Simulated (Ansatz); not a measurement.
Consider CdTe in the zinc blende structure (space group F-43m, No. 216; a = 6.558 Å). Axes: x, y, z lie along the cube axes.

Computed with Kohn–Sham DFT with the r2SCAN functional, run in Ansatz (a first-principles code) with PAW and 500 eV plane waves, scalar-relativistic without spin-orbit coupling, earlier PAW set.

It is then changed as follows: a pure shear with ε_yz = ε_zy = 0.0228; the atoms relax in the strained cell.

Question: Predict the stress tensor and what it implies for the stiffness.

Answer: Stress of the strained cell less that of the base (GPa, compression positive):
```
  -0.02    0.00    0.00
   0.00    0.00   -0.91
   0.00   -0.91    0.00
```

Then −Δσ/γ with γ = 2ε = 0.0456 gives secant stiffness values (nonlinear terms included at this strain): C44 ≈ 20 GPa.

As a check, the harmonic strain energy −½ V₀ Δσ:ε is 4.5 meV/atom; the computed energy rise is 4.6 meV/atom.

No phonon test of stability was made.
